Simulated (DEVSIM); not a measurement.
abrupt Ge n-p junction

Structure: abrupt Ge n-p junction, at 250 K.

```csv
layer (left to right),material,thickness (μm),Nd (cm⁻³),Na (cm⁻³),τn (s),τp (s)
1,Ge,0.970,1.7e15,-,3.5e-5,3.5e-5
2,Ge,5.50,-,2e14,3.5e-5,3.5e-5
```

Left contact: ohmic. Right contact: ohmic. Voltage is applied to the left contact. Recombination: SRH at mid-gap, radiative. Mobility is μmin + (μ − μmin)/(1 + (N/Nref)^α).

The device is made up for the run: typed textbook-type constants, with dimensions and the other settings drawn at random. Values at 300 K; Nc and Nv go as T^1.5, mobilities as T to minus their exponent, the gap by Varshni's rule with the affinity fixed.

```csv
parameter,Ge
gap (eV),0.664
affinity (eV),4
permittivity,16
Nc (cm⁻³),1.04e19
Nv (cm⁻³),6e18
μn (cm²/Vs),3900
μp (cm²/Vs),1900
"μn,min",150
"μp,min",100
"Nref,n",2.6e17
"Nref,p",4e17
αn,0.56
αp,0.6
T exponent of μn,1.66
T exponent of μp,2.33
B (cm³/s),6.4e-14
Varshni α (eV/K),0.000477
Varshni β (K),235
```

Simulated with DEVSIM: 1D drift-diffusion, Boltzmann statistics, complete ionisation; no tunnelling, impact ionisation, image-force lowering or self-heating.

```yaml
potential_step_across_the_device_at_zero_bias: 0.285 V
largest_field_in_the_device_at_zero_bias: 3300 V/cm
Dark forward voltage at 1 A/cm²: 0.191 V
Dark forward voltage at 100 A/cm²: 0.376 V
```

Dark reverse current:

| V (V) | J (A/cm²) |
|---|---|
| 0.04 | 0.00015 |
| 0.10 | 0.00019 |
| 0.20 | 0.00020 |
| 0.30 | 0.00021 |
| 0.40 | 0.00022 |
| 0.60 | 0.00024 |
| 0.80 | 0.00027 |
| 1.00 | 0.00029 |
| 1.30 | 0.00034 |
| 1.60 | 0.00040 |
| 2.00 | 0.00050 |

Small-signal capacitance in reverse bias (quasi-static):

```tsv
V (V)	C (nF/cm²)
0.04	8.58
0.1	7.75
0.2	6.79
0.3	6.12
0.4	5.62
0.6	4.90
0.8	4.40
1	4.03
1.3	3.61
1.6	3.29
2	2.97
```
